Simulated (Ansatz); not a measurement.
# KF: band gap against strain

KF (rock salt, Fm-3m, 18.681 Å³/atom at rest) under an equal strain ε in the (111) plane with the normal axis free, as in a coherent film. PBEsol in Ansatz, a plane-wave DFT program (PAW, default set), 420 eV, 11×11×11 Γ-centred mesh, Fermi-Dirac smearing 0.05 eV; ions are relaxed within the symmetry of each cell. Gaps are the smallest over the k-mesh and a band path, without spin-orbit coupling; in all rows the valence edge lies at Γ and the conduction edge at Γ.

Here s stands for strain and Eg for gap.

| strain (%) | gap (eV) |
|---|---|
| -2.50 | ? |
| -1.25 | 6.212 |
| -0.83 | 6.192 |
| -0.42 | 6.172 |
| 0.00 | 6.151 |

Fit Eg of the 4 rows that show it with a straight line. Means: s -0.62500, Eg 6.1818. About the means, the sum of products is -0.042225 and the sum of squares of s is 0.86530; the slope is their ratio. Least squares gives Eg = 6.1513 - 0.04880·s. Residuals (row less fit): -0.0003, 0.0002, 0.0002, -0.0003; standard error 0.0004 (degrees of freedom: 2). Over these rows the gap moves by -4.9 ± 0.04 eV per unit strain.

Problem. Predict the withheld Eg at s = -2.50 from the fit, and compare with the calculation.

Solution. Eg = 6.1513 - 0.04880 × (-2.50) = 6.2733 eV. The calculation gives 6.268 eV, 0.0053 eV below the prediction (4.5 % of the range of Eg in the table). The row lies outside the fitted rows, so this is an extrapolation. The fitted rows scatter only by rounding.

One order more, fitted to all 7 runs of the series, follows each within 0.001, so the miss is the next term of a smooth law. Rows are the converged runs of the series near zero and its far end; series whose fitted rows scatter by over a few per cent of the range, as at a crossing or softening among them, aren't shown in this form. Most that stay on the fit to the last digits aren't either.
